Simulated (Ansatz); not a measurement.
**BN (R3m, No. 160, 2 atoms in the cell; start mp-13150; a measured phase of this formula has another space group)**

Method: r²SCAN+rVV10 (PAW; Ansatz, a first-principles code).

Run with plane-wave cutoff 560 eV, 16×16×16 k mesh, Fermi–Dirac smearing 0.01 eV, scalar-relativistic PAW data made under PBE.

Cell (relaxed at this level):

```cif
data_B3N3
_chemical_formula_sum 'B3 N3'
_space_group_name_H-M_alt 'R3m :H'
_space_group_IT_number 160
_space_group_name_Hall 'R 3 -2"'
_cell_length_a 2.50019
_cell_length_b 2.50019
_cell_length_c 9.75710
_cell_angle_alpha 90.000
_cell_angle_beta 90.000
_cell_angle_gamma 120.000
loop_
_atom_site_label
_atom_site_type_symbol
_atom_site_symmetry_multiplicity
_atom_site_Wyckoff_symbol
_atom_site_fract_x
_atom_site_fract_y
_atom_site_fract_z
_atom_site_occupancy
B1 B 3 a 0.00000 0.00000 0.00031 1
N1 N 3 a 0.00000 0.00000 0.66726 1
```
(The calculation used a cell of 2 atoms; values per cell refer to that cell.)

```
Quantity                                                 Result
-------------------------------------------  ------------------
band gap                                     4.61 eV (indirect)
smallest direct gap on the k points sampled             5.32 eV
Γ–Γ gap                                                 6.98 eV
```

The computed numbers hold no vibrational or temperature effects.

Cost on a shared machine: around 22 core-seconds (rough).

A start named mp-… is a Materials Project structure, which need not be a measured phase.
